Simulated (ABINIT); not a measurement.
Band structure of Hf (Fm-3m, 1 atom in the cell).

```
CELL_PARAMETERS angstrom
      0.00000     2.22000     2.22000
      2.22000     0.00000     2.22000
      2.22000     2.22000     0.00000
ATOMIC_POSITIONS crystal
  Hf 0.00000 0.00000 0.00000
```

Level of theory: LDA (PW92), PAW (JTH v2.0 LDA PAW) (plane waves; ABINIT).

Settings: pseudos = [Hf.LDA_PW-JTH.xml]; ecut = 544 eV; pawecutdg = 1088 eV; pawxcdev = 0; occopt = 3; tsmear = 0.00183747 Ha; ngkpt = 13 13 13; nshiftk = 1; shiftk = 0 0 0; potentials = JTH v2.0 LDA PAW; kptopt = 1; nstep = 50; toldfe1 = 1e-09 Ha.

The starting cell comes from a database of published, mostly measured structures (it also holds non-ambient and calculated ones), without a prior relaxation at this level. Spin-orbit coupling is off.

Levels in eV from the Fermi level, bands 3 to 10:
| point | 3 | 4 | 5 | 6 | 7 | 8 | 9 | 10 |
|---|---|---|---|---|---|---|---|---|
| Γ | -29.88 | -29.88 | -7.25 | 1.36 | 1.36 | 1.36 | 4.19 | 4.19 |
| X | -30.20 | -30.20 | -3.35 | -2.22 | 2.73 | 6.38 | 7.05 | 7.05 |
| W | -30.46 | -30.22 | -1.83 | -0.39 | -0.39 | 2.47 | 7.06 | 9.17 |
| K | -30.40 | -30.14 | -2.30 | -1.45 | 0.92 | 4.01 | 6.02 | 6.75 |
| L | -30.00 | -30.00 | -3.71 | 0.77 | 1.12 | 1.12 | 6.39 | 6.39 |
| U | -30.40 | -30.14 | -2.30 | -1.45 | 0.92 | 4.01 | 6.02 | 6.75 |

Bands cross the Fermi level along this path, so the cell is metallic at this level.
